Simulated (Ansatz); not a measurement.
The reference is Ge in the diamond structure (space group Fd-3m, No. 227; a = 5.6746 Å). Axes: x, y, z lie along the cube axes.

All numbers come from r2SCAN/PAW in Ansatz (an electronic-structure program), no SOC.

Before the change:

```
Quantity    Result
--------  --------
Pressure  0.00 GPa
```

Perturbation: the cell is compressed by 3.65 % along y with no lateral relaxation; the atoms relax in the strained cell.

Q: Predict the new energy relative to the base and pressure.

A: The energy grows by 12 meV/atom; the pressure (mean of the normal stresses, compression positive) goes from zero to 2.88 GPa.

Whether these cells are dynamically stable was not tested.
